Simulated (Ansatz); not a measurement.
A self-consistent single point of LaIn5Ir (P4/mmm, 7 atoms in the cell) with Ansatz (a program for electronic structure).

Computed with LDA (PW92), PAW files made with PBE (plane waves; Ansatz).

The change in words: lattice scaled by 0.98. Reference geometry:
```
CELL_PARAMETERS angstrom
      4.74610     0.00000     0.00000
      0.00000     4.74610     0.00000
      0.00000     0.00000     7.67273
ATOMIC_POSITIONS crystal
  La 0.00000 0.00000 0.00000
  In 0.50000 0.00000 0.69287
  In 0.50000 0.00000 0.30713
  In 0.00000 0.50000 0.69287
  In 0.00000 0.50000 0.30713
  In 0.50000 0.50000 0.00000
  Ir 0.00000 0.00000 0.50000
```

Reference input (self-consistent single point, DFT, LDA (PW92), plane waves, PAW files made with PBE): basis.ecutwfc = 420 eV; kpoints.mp_grid.grid = 5 5 3; hamiltonian.xc = lda; hamiltonian.pseudopotentials = {kind: paw} (the program's default PAW files); scf.occupations.method = fermi_dirac; scf.occupations.width = 0.136 eV. This run's input differs from it in these lines:

```diff
@@ -3,5 +3,5 @@
   lattice:
-    - [4.74610000, 0.00000000, 0.00000000]
-    - [0.00000000, 4.74610000, 0.00000000]
-    - [0.00000000, 0.00000000, 7.67272800]
+    - [4.65117800, 0.00000000, 0.00000000]
+    - [0.00000000, 4.65117800, 0.00000000]
+    - [0.00000000, 0.00000000, 7.51927300]
   atoms:
```

The program printed (abridged):

```
SCF iter   1: F=—  HF=-45042.769399 eV  |F-HF|=—  |Δ(HF+E_count)|=         —  Δρ=3.57e-1  dr2=5.69e2  ethr=3.10e-3  ⟨swp⟩=5.8  Hψ=2308  notcnv=0
all-band conjugate gradients solve this SCF's bands
preconditioner: auto → Kerker (q_TF=auto, 2.486 Å⁻¹)
SCF iter   2: F=—  HF=-45034.485428 eV  |F-HF|=—  |Δ(HF+E_count)|=    8.28e0  Δρ=1.51e-1  dr2=1.01e2  ethr=3.10e-3  ⟨swp⟩=3.4  Hψ=1450  notcnv=0  defer=2
   [... lines left out ...]
SCF iter  11: F=—  HF=-45030.214313 eV  |F-HF|=—  |Δ(HF+E_count)|=   1.01e-3  Δρ=3.27e-4  dr2=2.31e-4  ethr=4.37e-6  ⟨swp⟩=2.4  Hψ=1431  notcnv=0
SCF iter  12: F=—  HF=-45030.214241 eV  |F-HF|=—  |Δ(HF+E_count)|=   7.15e-5  Δρ=4.83e-5  dr2=7.71e-6  ethr=2.48e-7  ⟨swp⟩=2.0  Hψ=1191  notcnv=0
SCF iter  13: F=—  HF=-45030.214244 eV  |F-HF|=—  |Δ(HF+E_count)|=   3.03e-6  Δρ=2.14e-5  dr2=1.17e-6  ethr=8.29e-9  ⟨swp⟩=2.0  Hψ=1210  notcnv=0
SCF iter  14: F=-45030.214244 eV  HF=-45030.214244 eV  |F-HF|=1.23e-8  |Δ(HF+E_count)|=   3.13e-7  Δρ=2.97e-6  dr2=2.61e-8  ethr=1.08e-10  ⟨swp⟩=6.3  Hψ=3802  notcnv=0
SCF 1 converged in 14 iterations: F = -45030.214244 eV  dr2 = 2.61e-8
Free energy (F): -45030.214244 eV
Internal energy: -45030.035011 eV  (E = F + TS)
E sigma→0 (E₀):  -45030.124628 eV
Entropy (-TS):   -0.179232 eV (-25.605 meV/atom)
Fermi energy:    12.811014 eV
--- Forces (eV/Å), atoms counted from 1 ---
  atom   1  La     0.00000000     0.00000000     0.00000000
  atom   2  In     0.00000000     0.00000000     0.18107396
  atom   3  In     0.00000000     0.00000000    -0.18107396
  atom   4  In     0.00000000     0.00000000     0.18107396
  atom   5  In     0.00000000     0.00000000    -0.18107396
  atom   6  In     0.00000000     0.00000000     0.00000000
  atom   7  Ir    -0.00000000    -0.00000000     0.00000000
--- Stress (GPa, compression-positive) ---
       -0.907988       0.000000       0.000000
        0.000000      -0.907988       0.000000
        0.000000       0.000000      -1.243611
  P = ⅓ Tr σ = -1.0199 GPa (-10.199 kbar)
  The stress holds the Pulay correction. Without it, at fixed plane waves, as pw.x and ABINIT print it: P = -1.0401 GPa
```

The run converged in 14 iterations. Against the reference run the free energy drops by 30.6 meV/atom, the pressure goes from -5.46 to -1.02 GPa and the largest force goes from 0.048 to 0.181 eV/Å.

The starting cell comes from a database of computed structures (which also holds hypothetical and non-ambient phases and stackings), without a prior relaxation at this level. Its lattice was rescaled by a random factor within 2.5 % of one. For this run, on top of that: lattice scaled by 0.98. Spin polarisation is off. Ansatz's pressure includes its estimate of the finite-basis (Pulay) stress.

Keys are those of Ansatz 0.2.
